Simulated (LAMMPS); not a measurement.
Melts of Cu (fcc) with 25 % of Cu sites Pt cooled to 300 K at several rates.

Model: classical MD, pair style eam, the elements' _u3.eam files (universal-3 set of Foiles, Baskes and Daw), run in LAMMPS.

| cooling rate (K/s) | energy above the crystal | state | density | coordination number of Cu by Pt | rough cost |
|---|---|---|---|---|---|
| 1e+12 | 0.043 eV/atom | glass | 12.4 g/cm³ (one sample) | 3.79 (counted to 3.46 Å) | 60 core-minutes |
| 1e+13 | 0.045 eV/atom | glass | 12.4 g/cm³ (one sample) | 3.76 (counted to 3.46 Å) | 10 core-minutes |
| 1e+14 | 0.050 eV/atom | glass | 12.4 g/cm³ (one sample) | 3.73 (counted to 3.46 Å) | 4 core-minutes |

Costs are rough and include melting and analysis.
